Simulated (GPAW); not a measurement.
Band structure of CeZnAgP₂ (P3m1, 5 atoms in the cell).

```yaml
crystal:
  lattice:
    - [4.17054, 0.00000, 0.00000]
    - [-2.08527, 3.61179, 0.00000]
    - [0.00000, 0.00000, 6.74151]
  atoms:
    - { symbol: Ce, position: [0.33333, 0.66667, 0.00697], spin: 1.0 }
    - { symbol: Zn, position: [0.66667, 0.33333, 0.63044] }
    - { symbol: Ag, position: [0.00000, 0.00000, 0.36409] }
    - { symbol: P, position: [0.00000, 0.00000, 0.75226] }
    - { symbol: P, position: [0.66667, 0.33333, 0.24626] }
```
(The spins are starting values, not results.)

Computed with LDA (Perdew-Wang 92), GPAW PAW datasets LDA (gpaw-data 1.0.1) (plane waves; GPAW).

Settings: spinpol = true; mode = pw; ecut = 850 eV; xc = LDA; kpts = 6 6 3; mesh shift (steps) = 0 0 0; occupations.name = methfessel-paxton; occupations.width = 0.1 eV; occupations.order = 0; nbands = -13; symmetry.symmorphic = false; symmetry.tolerance = 0.0005; maxiter = 120; bandpath_npoints = 40.

The starting cell comes from a database of computed structures (which also holds hypothetical and non-ambient phases and stackings), without a prior relaxation at this level. Spin-orbit coupling is off. The starting moments vanished: the run ended non-magnetic, which need not be the lowest state. The f electrons are in the valence without U or exact exchange, which can misplace them near the Fermi level. Spin-orbit terms, which matter for f shells, are left out.

Levels in eV from the Fermi level, bands 22 to 29 of the first spin channel:
```csv
point,22,23,24,25,26,27,28,29
Γ,-2.45,-1.32,-0.78,-0.78,0.02,0.19,0.19,0.33
M,-3.14,-2.88,-2.75,-2.04,0.09,0.13,0.17,0.20
K,-4.35,-2.72,-2.69,-1.68,0.05,0.10,0.15,0.20
A,-2.23,-2.23,-1.15,-1.15,-0.06,0.19,0.19,0.29
L,-3.38,-3.30,-1.54,-1.30,-0.13,0.11,0.14,0.20
H,-3.79,-2.65,-2.43,-2.37,0.09,0.10,0.12,0.15
```

Bands cross the Fermi level along this path, so the cell is metallic at this level.

The net moment of the cell came out as 0.00 μB.
